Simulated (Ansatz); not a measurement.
Consider WO3 (space group Cmcm, No. 63; a = 5.454 Å, b = 5.474 Å, c = 7.460 Å; a cell from a computed database, its experimental status unchecked).

All numbers come from Ansatz (an electronic-structure program) PBEsol, scalar-relativistic without spin-orbit coupling.

Carriers are added at fixed cell with a uniform background; the Fermi–Dirac width is that of 300 K.

One change was made to it. Results:

The largest internal atomic displacement is 0.050 Å; the Fermi level relative to the doped band's edge (positive inside the band; to 0.05 eV) comes out as +0.50 eV; the gap between the host's bands shrinks by 0.08 eV, from 1.35 eV to 1.27 eV; the gap character stays indirect, Y → Γ.

Question: What was done to the base?
A) holes 7.0×10^21 cm⁻³
B) holes 1.0×10^22 cm⁻³
C) holes 3.0×10^21 cm⁻³
D) electrons 3.0×10^21 cm⁻³
E) holes 5.0×10^21 cm⁻³

Answer: D, electrons 3.0×10^21 cm⁻³. For comparison, the gap between the host's bands in the other runs: holes 7.0×10^21 cm⁻³ gives 1.54 eV; holes 5.0×10^21 cm⁻³ gives 1.50 eV; holes 1.0×10^22 cm⁻³ gives 1.60 eV; holes 3.0×10^21 cm⁻³ gives 1.46 eV.

Charged cell with a jellium background: band edges are those of the host's band count, energies are not comparable with the neutral cell, and many-body gap narrowing is missing. Spin-orbit coupling, missing from the scalar runs, can matter with W. No phonon test of stability was made.
